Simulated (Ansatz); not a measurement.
The starting structures come from a database of crystals and need not be the phases stable at ambient conditions.

 Where the default PAW files enter, the runs use the earlier of Ansatz's two default sets.

By PBEsol, the system below comes out a metal.

A figure of merit of an interconnect metal is its ballistic conductance per area.

```
CELL_PARAMETERS angstrom
      2.58852     0.00000     0.00000
      0.00000     4.64055     0.00000
      0.00000     2.32027     1.36695
ATOMIC_POSITIONS crystal
  V  0.00000 0.33333 0.00000
  N  0.50000 0.66667 0.00000
```

Space group of this cell: Amm2. The cell is strained (lengths across the current scaled by 0.98, ions clamped); by PBEsol its mean pressure is 6.6 GPa.

The current flows along the normal of the first two printed cell vectors. No spin-orbit coupling; the value is a mean over 0.1 eV about the Fermi level.

Task: Estimate the ballistic conductance per area that PBEsol in Ansatz (a first-principles code) returns for this system.

Result: 0.21 × 10¹⁵ S/m² for both spins.
